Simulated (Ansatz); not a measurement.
Abridged Ansatz (a first-principles code) output:

```
Relaxation: its limit of steps is 60 (relax.max_steps)
Pseudopotential: Pt, paw, valence charge 18
Crystal: 1 atoms, lattice volume = 15.038 Å³
Basis set: ecut = 420 eV, 283 PW (Γ), exchange–correlation on 40×40×40 points (8 copies of the dense FFT grid, shifted against one another)
Bands: 13, of which v1, the nominal top of the filled ones, is band 9 counted from 1 (8 counted from 0)
Symmetry: 48 space group operations
k-points: 256 of 8000
Functional: x = pbesol(κ = 0.804, μ = 0.12345679012345678), c = pbesol(β = 0.046)
SCF iter   1: F=—  HF=-12385.806107 eV  |F-HF|=—  |Δ(HF+E_count)|=         —  Δρ=9.28e-2  dr2=1.23e0  ethr=3.10e-3  ⟨swp⟩=5.0  Hψ=17271  notcnv=0
SCF iter   2: F=—  HF=-12385.464920 eV  |F-HF|=—  |Δ(HF+E_count)|=   3.41e-1  Δρ=4.26e-2  dr2=2.42e-1  ethr=3.10e-3  ⟨swp⟩=2.2  Hψ=6522  notcnv=0
SCF 1 converged in 6 iterations: F = -12385.393380 eV  dr2 = 8.67e-10
relax step   1: F+E_penalty+E_count = -12385.39337961 eV  Δ(F+E_penalty+E_count) = +0.000e0 eV  max|allowed force component| = 0.000e0 eV/Å  Δτ_max = 0.0000 Å  P = -0.000 GPa  Ω = 15.038 Å³  (6 SCF iters, dr2 threshold 1.00e-7 eV, accepted)
[... steps on the carried basis left out ...]
relax step   4: F+E_penalty+E_count = -12385.39320884 eV  Δ(F+E_penalty+E_count) = -2.283e-5 eV  max|allowed force component| = 0.000e0 eV/Å  Δτ_max = 0.0000 Å  P = -1.015 GPa  Ω = 15.091 Å³  stress off target by 1.55e-2 GPa  SCF on the basis re-selected at this cell (its energy is not comparable with the rows above)  (4 SCF iters)
SCF converged after 4 iterations
Free energy (F): -12385.393209 eV
Internal energy: -12385.378946 eV  (E = F + TS)
E sigma→0 (E₀):  -12385.386077 eV
Entropy (-TS):   -0.014263 eV (-14.263 meV/atom)
Fermi energy:    23.212420 eV
--- Forces (eV/Å), atoms counted from 1 ---
  atom   1  Pt    -0.00000000     0.00000000    -0.00000000
--- Stress (GPa, compression-positive) ---
       -1.015468      -0.000000       0.000000
       -0.000000      -1.015468      -0.000000
       -0.000000      -0.000000      -1.015468
  P = ⅓ Tr σ = -1.0155 GPa (-10.155 kbar)
--- Relaxed structure (3 steps of the walk, 2 accepted, 1 SCFs on fresh bases) ---
  cell:  # Å, volume = 15.0914 Å³
    - [1.655995910691067e-34, 1.9614022580639676, 1.9614022580639676]
    - [1.9614022580639676, -2.5476860164477946e-34, 1.9614022580639676]
    - [1.9614022580639676, 1.9614022580639676, -1.910764512335846e-34]
  atoms:
    - { symbol: Pt, position: [0.0, 0.0, 0.0] }
```

Task: What was computed, and what are the main results?

Result: Pt, 1 atom in the cell, with DFT with PBEsol, PAW potentials and a 420 eV plane-wave cutoff in Ansatz, scalar-relativistic without spin-orbit coupling, earlier PAW set, from a series relaxed to a target (pressure −1 GPa). The last SCF converged to F = -12385.393209 eV, or -12385.3932 eV per atom, at a pressure of -1.02 GPa. The total energy compares only with runs of the same code, potentials and settings.

Load acts through the strain it causes; cell and atoms are relaxed under it. No phonon test of stability was made. All final runs are without spin polarisation. The cell was made from Pt in the fcc (Cu type) structure (space group Fm-3m, No. 225) by this change: pressure −1 GPa.

Keys are those of Ansatz 0.2.
